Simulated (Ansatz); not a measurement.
Results of HSE06+SOC (Ansatz, a quantum-chemistry and plane-wave program, PAW) for CsGeBr3 (R3m, No. 160; cell taken from a computed entry).

Numerical settings: plane-wave cutoff 460 eV, 4×4×4 k mesh, Fermi–Dirac smearing 0.01 eV, PAW data made under PBE.

Cell (relaxed with PBEsol):

```
CsBr3Ge
1.0
    3.88373     2.24227     3.22195
   -3.88373     2.24227     3.22195
    0.00000    -4.48455     3.22195
Cs Ge Br
1 1 3
Cartesian
  0.00000   0.00000   0.03046
  0.00000   0.00000   4.69383
 -1.89929  -1.09656   3.31606
  1.89929  -1.09656   3.31606
  0.00000   2.19311   3.31606
```

**Question.** Predict the band gap and direct gap at Γ.

**Answer.** 
* **band gap**: 1.12 eV (on the SCF k mesh) (direct)
* **direct gap at Γ**: 6.41 eV

Note: cell and atoms aren't relaxed at this level (largest force component 0.19 eV/Å, pressure 1.5 GPa).

The computed numbers hold no vibrational or temperature effects.

Cost on a shared machine: very roughly 13 core-minutes.
